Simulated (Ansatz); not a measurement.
Consider CoSi (space group P2_13, No. 198; a = 4.383 Å; non-magnetic). Axes: x, y, z lie along the cube axes.

The values are results of Ansatz (an electronic-structure program) r2SCAN, no spin-orbit coupling, earlier PAW set, not measurements.

Base values:

| Item | Result |
|---|---|
| Shortest interatomic distance | 2.292 Å |
| Pressure | 0.0 GPa |

The change: uniaxial strain ε_xx = −5.35 %, all other strain components held at zero, atoms relaxed at fixed cell.

Problem. What does the calculation give for the shortest interatomic distance, pressure, largest internal atomic displacement and energy relative to the base after the change?

Solution. The shortest interatomic distance decreases by 0.070 Å (2.292 Å → 2.222 Å); the pressure (mean of the normal stresses, compression positive) goes from zero to 16.3 GPa; the largest internal atomic displacement is 0.010 Å; the energy grows by 47 meV/atom.

Stability against distortions was not tested. Starting moments died away, wholly or in part, for the base; another magnetic solution may exist. All final runs are without spin polarisation.
